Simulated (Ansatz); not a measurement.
Consider As in the A7 type structure (space group R-3m, No. 166; a = 3.784 Å, c = 10.107 Å (hexagonal axes); layered).

Level of theory: plane-wave PAW DFT at the PBE-D3(BJ) level (Ansatz, an electronic-structure program, 420 eV), spin-orbit coupling left out, earlier PAW set.

Before the change:

| Quantity | Value |
|---|---|
| Volume per atom | 20.89 Å³ |
| Band gap | zero |

One thing is altered: Sb takes the place of As on all its sites; the structure is relaxed again.

Tabulated Pauling electronegativity and covalent radius: As 2.18, 1.19 Å; Sb 2.05, 1.39 Å.

Predict the new volume per atom.

The volume per atom rises by 8.87 Å³ to 29.76 Å³.

How does this affect the band gap?

The band gap remains zero.

Spin-orbit coupling, missing from the scalar runs, can matter with Sb. Whether these cells are dynamically stable was not tested.
